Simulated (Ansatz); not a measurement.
The parent structure is Ta in the bcc (W type) structure (space group Im-3m, No. 229; a = 3.306 Å; relaxed with 0.1 eV smearing). Axes: x, y, z lie along the cube axes.

All numbers come from DFT with r2SCAN, PAW potentials and a 500 eV plane-wave cutoff in Ansatz (an electronic-structure program), no spin-orbit coupling.

For the base:

The shortest interatomic distance is 2.863 Å.

Modification: the cell is compressed by 1.50 % along z with no lateral relaxation; the atoms relax in the strained cell.

Question: What happens to the stress, shortest interatomic distance and energy relative to the base?

Answer: The stress (xx, yy, zz, yz, xz, xy; compression positive) amounts to (2.6, 2.6, 4.3, 0.0, 0.0, 0.0) GPa; the shortest interatomic distance falls by 0.014 Å (2.863 Å → 2.849 Å); the energy rises by 3.6 meV/atom.

No phonon test of stability was made. All final runs are without spin polarisation.
